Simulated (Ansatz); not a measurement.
The reference is MgS in the rock salt structure (space group Fm-3m, No. 225).

```xyz
2
Lattice="0.0000 2.6015 2.6015 2.6015 0.0000 2.6015 2.6015 2.6015 0.0000" Properties=species:S:1:pos:R:3 pbc="T T T"
Mg     0.0000     0.0000     0.0000
S      2.6015     2.6015     2.6015
```

Cartesian axes are those of the cell as printed.

Level of theory: r2SCAN (Ansatz, a program for electronic structure; PAW; 500 eV plane waves; without spin-orbit coupling).

The change: uniaxial strain ε_zz = −3.00 %, all other strain components held at zero; the atoms relax in the strained cell.

### Question
Predict the stress tensor and what it implies for the stiffness.

### Answer
Stress of the strained cell less that of the base (GPa, compression positive):
```
   1.41    0.00    0.00
   0.00    1.41    0.00
   0.00    0.00    5.44
```

Then −Δσ_ii/ε with ε = -0.0300 gives secant stiffness values (nonlinear terms included at this strain): C33 ≈ 181 GPa, C13 ≈ 47 GPa and C23 ≈ 47 GPa.

As a check, the harmonic strain energy −½ V₀ Δσ:ε is 9.0 meV/atom; the computed energy rise is 8.5 meV/atom.

Stability against distortions was not tested.
